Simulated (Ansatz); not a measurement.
The starting structures come from a database of crystals and need not be the phases stable at ambient conditions.

By PBEsol, the system below comes out a metal.

Input:

```yaml
crystal:
  lattice:
    - [4.32369, 0.00000, 0.00000]
    - [0.00000, 4.76457, 0.00000]
    - [0.00000, 0.00000, 5.43252]
  atoms:
    - { symbol: Cu, position: [0.50000, 0.30100, 0.00000] }
    - { symbol: Cu, position: [0.00000, 0.69900, 0.50000] }
    - { symbol: Cu, position: [0.00000, 0.15581, 0.75052] }
    - { symbol: Cu, position: [0.00000, 0.15581, 0.24948] }
    - { symbol: Cu, position: [0.50000, 0.84419, 0.74948] }
    - { symbol: Cu, position: [0.50000, 0.84419, 0.25052] }
    - { symbol: Sn, position: [0.50000, 0.34118, 0.50000] }
    - { symbol: Sn, position: [0.00000, 0.65882, 0.00000] }
```

Space group of this cell: Pmmn. The cell is taken as given; by PBEsol its mean pressure is -1.7 GPa.

The current flows along the normal of the first two printed cell vectors. No spin-orbit coupling; the value is a mean over 0.1 eV about the Fermi level.

### Question
Predict the ballistic conductance per area from PBEsol (Ansatz, a program for electronic structure).

### Answer
0.78 × 10¹⁵ S/m² for both spins.
